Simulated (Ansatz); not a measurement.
The parent structure is Ir in the fcc (Cu type) structure (space group Fm-3m, No. 225).

```xyz
1
Lattice="0.0000 1.9222 1.9222 1.9222 0.0000 1.9222 1.9222 1.9222 0.0000" Properties=species:S:1:pos:R:3 pbc="T T T"
Ir     0.0000     0.0000     0.0000
```

Cartesian axes are those of the cell as printed.

Computed with r2SCAN/PAW in Ansatz (an electronic-structure program), spin-orbit coupling left out.

For the base:

```
Property                         Value
-----------------------------  -------
Pressure                       0.0 GPa
Shortest interatomic distance  2.718 Å
```

It is then changed as follows: biaxial strain +2.33 %, plane normal [110], relaxed out of plane (Cartesian); in-plane vectors clamped, the third vector and the atoms free.

Q: What happens to the pressure and shortest interatomic distance?

A: The pressure (mean of the normal stresses, compression positive) goes from zero to -11.2 GPa; the shortest interatomic distance decreases by 0.0326 Å, from 2.718 Å to 2.686 Å.

A biaxial case was relaxed in a doubled cell and then solved in the primitive one. Whether these cells are dynamically stable was not tested. The final runs are not spin-polarised.
